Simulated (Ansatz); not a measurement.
The parent structure is Ti in the hcp (Mg type) structure (space group P6_3/mmc, No. 194; a = 2.902 Å, c = 4.593 Å; relaxed with 0.1 eV smearing). Axes: x lies along a and z along c of the hexagonal cell.

Calculations: PBEsol, PAW, 420 eV (Ansatz, a quantum-chemistry and plane-wave program; spin-orbit coupling left out).

For the base:

- Shortest interatomic distance = 2.843 Å
- Pressure = 0.0 GPa

Now apply this change: uniaxial strain ε_zz = +0.50 %, all other strain components held at zero, atoms relaxed at fixed cell.

Problem. Predict the new energy relative to the base.

Solution. The energy stays essentially unchanged.

Problem. What does the calculation give for the shortest interatomic distance after the change?

Solution. The shortest interatomic distance increases by 0.009 Å, from 2.843 Å to 2.852 Å.

Problem. What does the calculation give for the pressure after the change?

Solution. The pressure (mean of the normal stresses, compression positive) goes from zero to -0.6 GPa.

Stability against distortions was not tested. All final runs are without spin polarisation.
